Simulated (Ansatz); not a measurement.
How far PBE and r2SCAN part for SnO2

Consider SnO₂ in the rutile structure (space group P4_2/mnm, No. 136; a = 4.828 Å, c = 3.238 Å).

(Cell as relaxed with PBE.)

Levels (all Ansatz, a first-principles code, PAW, earlier PAW set): PBE (420 eV, no spin-orbit coupling); r2SCAN (500 eV, scalar-relativistic without spin-orbit coupling).

Each level relaxes its own structure.

| quantity | PBE | r2SCAN |
|---|---|---|
| volume per atom | 12.58 Å³ | ? |
| lattice parameter a | 4.828 Å | ? |
| lattice parameter c | 3.238 Å | ? |
| band gap | 0.68 eV | ? |
| gap character | direct at Γ | ? |
| electron mass | 0.16 mₑ along c, 0.17 mₑ across | ? |

### Question
Given the PBE results, estimate those of r2SCAN.

### Answer

- volume per atom, r2SCAN: 12.08 Å³
- lattice parameter a, r2SCAN: 4.759 Å
- lattice parameter c, r2SCAN: 3.200 Å
- band gap, r2SCAN: 1.79 eV
- gap character, r2SCAN: direct at Γ
- electron mass, r2SCAN: 0.20 mₑ along c, 0.23 mₑ across

PBE's volume per atom lies 0.50 Å³ above r2SCAN's (4.1 %); PBE's lattice parameter a lies 0.069 Å above r2SCAN's (1.5 %); PBE's lattice parameter c lies 0.038 Å above r2SCAN's (1.2 %); PBE's band gap lies 1.11 eV below r2SCAN's; the two agree on the gap character. Neither level is exact; r2SCAN is the comparison here, not a measurement.

Masses are band curvatures over ±0.01 Å⁻¹ around the edge. No phonon test of stability was made.
